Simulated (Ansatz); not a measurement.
Base system: BN in the zinc blende structure (space group F-43m, No. 216; a = 3.606 Å). Axes: x, y, z lie along the cube axes.

All numbers come from PBEsol (Ansatz, a quantum-chemistry and plane-wave program, PAW, spin-orbit coupling left out).

Base values:

- Shortest interatomic distance: 1.561 Å
- Pressure: -0.01 GPa

Perturbation: uniaxial strain ε_zz = −0.90 %, all other strain components held at zero, atoms relaxed at fixed cell.

**Question.** What does the calculation give for the shortest interatomic distance, pressure and energy relative to the base after the change?

**Answer.** The shortest interatomic distance falls by 0.0047 Å (1.561 Å → 1.557 Å); the pressure (mean of the normal stresses, compression positive) increases by 3.54 GPa (-0.01 GPa → 3.53 GPa); the energy grows by 1.2 meV/atom.

Whether these cells are dynamically stable was not tested.
